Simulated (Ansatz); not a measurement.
Cost and result by functional for the surface energy of the (10-10) surface of wurtzite CdS in its 1x1 cell (cut with top plane Cd + S, bottom plane Cd + S), outermost plane spacing 1.21 Å in the ideal cut, in Ansatz (plane waves, PAW). Single points on the PBE structure, on one kind of machine; costs are rough ratios of the slab run's core time (references not counted) to the cheapest single point. r2SCAN's cost holds its higher cutoff (500 against 420 eV). Differences are taken against HSE06 for comparison alone: no measured value is at hand, so the table doesn't rank accuracy. HSE06 ran on a coarser k-mesh, which lowers its cost and carries part of its shift.

Model: 16-atom slab, Cd8S8, 12.1 Å thick at the start, 6x4x1 mesh, Fermi-Dirac 0.025 eV, dipole correction, all atoms relaxed; held to the start's symmetry, so lower structures may exist; no spin, no spin-orbit, no U. These notes are the PBE run's.

```csv
functional,relative cost,surface energy (J/m²),less HSE06 (J/m²)
LDA,1,0.45,0.10
RPBE,1,0.25,-0.11
PBEsol,1,0.38,0.03
r2SCAN,2,0.42,0.07
HSE06,10,0.35,0.00
PBE (the relaxed run's value),–,0.32,-0.03
```

The values span 0.21 J/m², while the single points' costs differ by a factor of roughly 10. Differences are of unrounded values.

Ansatz is a program for electronic structure.
